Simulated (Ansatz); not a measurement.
Subject: the reaction energy. Reaction: 2 PbO (P4/nmm) + O2 (gas) → 2 PbO2 (rutile). Negative: the products are lower in energy.

PbO2 (rutile, P4₂/mnm), 6 atoms in the cell; metallic (partly filled levels) with PBE. Conventional cell: a = b = 5.029 Å, c = 3.441 Å, α = β = γ = 90.00°.

PbO (P4/nmm), 4 atoms in the cell. Conventional cell: a = b = 4.034 Å, c = 5.005 Å, α = β = γ = 90.00°.

Method: Ansatz (a quantum-chemistry and plane-wave program), PAW, neutral cells at 0 K with nuclei at rest, on structures from PBE+D3(BJ). Ansatz runs with its default PAW set. Other levels take these structures. The lattices are those relaxed with PBE+D3(BJ), so at other levels the solids can be strained, which adds to the spread. A dispersion term (D3(BJ), or D4 for r2SCAN) was computed beside these levels and is taken off wherever the name lacks it. Spin-orbit coupling is left out.

Measured enthalpy at 298 K, from tabulated formation enthalpies: -1.14 eV (as tabulated in Friedrich and co-workers, 2018, arXiv:1811.08952). It holds thermal and zero-point parts that the computed values lack, which would shift all levels alike, taken here as about 0.24 eV at most.

Problem. Which of the levels (PBE, LDA, PBEsol, RPBE, r2SCAN) reproduces the measured value best, and by how much do the others miss?

Solution. 
| Functional | computed (eV) | computed less measured |
|---|---|---|
| LDA | -1.45 | -0.31 |
| PBEsol | -0.80 | 0.34 |
| r2SCAN | -0.79 | 0.35 |
| PBE | -0.41 | 0.73 |
| RPBE | 0.11 | 1.25 |

LDA comes closest as the numbers stand, but a common shift within 0.24 eV could hand that to PBEsol; RPBE misses by 1.25 eV.
